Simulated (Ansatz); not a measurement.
Take SiC (space group P6_3mc, No. 186; a = 3.0585 Å, c = 10.0120 Å) as the base. Axes: x lies along a and z along c of the hexagonal cell.

Method: LDA (Ansatz, an electronic-structure program; PAW; 420 eV plane waves; no SOC).

Modification: the cell is stretched by 0.75 % along x with no lateral relaxation; the atoms relax in the strained cell.

Q: Predict the stress tensor and what it implies for the stiffness.

A: Stress of the strained cell less that of the base (GPa, compression positive):
```
  -3.78    0.00    0.00
   0.00   -0.87    0.00
   0.00    0.00   -0.45
```

Then −Δσ_ii/ε with ε = 0.0075 gives relaxed-ion elastic constants: C11 ≈ 504 GPa, C12 ≈ 116 GPa and C13 ≈ 59 GPa.

Stability against distortions was not tested.
